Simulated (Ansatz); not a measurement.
SnO₂ (P4_2/mnm), PBEsol with spin-orbit coupling, rigid bands (Ansatz, a quantum-chemistry and plane-wave program): N_v = 4.75e19 cm⁻³ at 300 K and a hole conductivity mass of 1.97 mₑ along z (a = (4.77, 0.00, 0.00) Å; b = (0.00, 4.77, 0.00) Å; c = (0.00, 0.00, 3.21) Å).

**Question.** For 1e16 holes per cm³ at 300 K, place the Fermi level, estimate the Seebeck coefficient of a parabolic band with constant τ, and give mobility and conductivity for τ = 10 fs.

**Answer.** The level lies k_BT ln(N_v/p) = 0.219 eV above the valence-band maximum. S ≈ +(k_B/e)[ln(N_v/p) + 5/2] = 945 μV/K, against 940 μV/K from the full bands (mean over directions). μ = eτ/m = 8.93 cm²/(V·s) and σ = peμ = 0.0143 S/cm. τ is assumed, not computed.

Band transport and this doping are assumed; polarons and phonon drag are left out.
